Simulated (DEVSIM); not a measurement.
System: illuminated Si p-on-n cell, one wavelength, at 400 K.

| layer (left to right) | material | thickness (μm) | Nd (cm⁻³) | Na (cm⁻³) | τn (s) | τp (s) | absorption coefficient (cm⁻¹) |
|---|---|---|---|---|---|---|---|
| 1 | Si | 0.310 | - | 1.1e19 | 1.5e-5 | 4.9e-7 | 25000 |
| 2 | Si | 26.0 | 5.9e15 | - | 2.9e-5 | 2.9e-5 | 25000 |

Left contact: ohmic, minority electron recombination velocity 4e5 cm/s. Right contact: ohmic, minority hole recombination velocity 20 cm/s. Voltage is applied to the left contact. Recombination: SRH at mid-gap, radiative, Auger. Gap narrowing is on: ΔEg = 6.92 meV × (l + √(l² + 0.5)), l = ln(N/1.3e17 cm⁻³), shared equally by both band edges. Light enters at the left, 5e17 photons cm⁻² s⁻¹, one pass, no reflection. Mobility is constant in doping.

The device is made up for the run: typed textbook-type constants, with dimensions and the other settings drawn at random. Values at 300 K; Nc and Nv go as T^1.5, mobilities as T to minus their exponent, the gap by Varshni's rule with the affinity fixed.

| parameter | Si |
|---|---|
| gap (eV) | 1.124 |
| affinity (eV) | 4.05 |
| permittivity | 11.7 |
| Nc (cm⁻³) | 2.86e19 |
| Nv (cm⁻³) | 3.1e19 |
| μn (cm²/Vs) | 1417 |
| μp (cm²/Vs) | 470 |
| T exponent of μn | 2.3 |
| T exponent of μp | 2.2 |
| B (cm³/s) | 4.7e-15 |
| Cn (cm⁶/s) | 2.8e-31 |
| Cp (cm⁶/s) | 9.9e-32 |
| Varshni α (eV/K) | 0.000473 |
| Varshni β (K) | 636 |

Simulated with DEVSIM: 1D drift-diffusion, Boltzmann statistics, complete ionisation; no tunnelling, impact ionisation, image-force lowering or self-heating.

The temperature was swept, all else fixed.

```tsv
temperature (K)	dark forward voltage at 100 A/cm² (V)	dark forward voltage at 1 A/cm² (V)	largest field in the device at zero bias (V/cm)	fill factor
250	0.874	0.759	110000	0.86
300	0.808	0.671	130000	0.83
350	0.740	0.580	140000	0.78
400	0.670	0.486	160000	0.72
450	0.598	0.390	170000	0.63
500	0.525	0.293	190000	0.50
```

From the first row to the last the dark forward voltage at 100 A/cm² goes from 0.874 to 0.525. From the first row to the last the dark forward voltage at 1 A/cm² goes from 0.759 to 0.293.
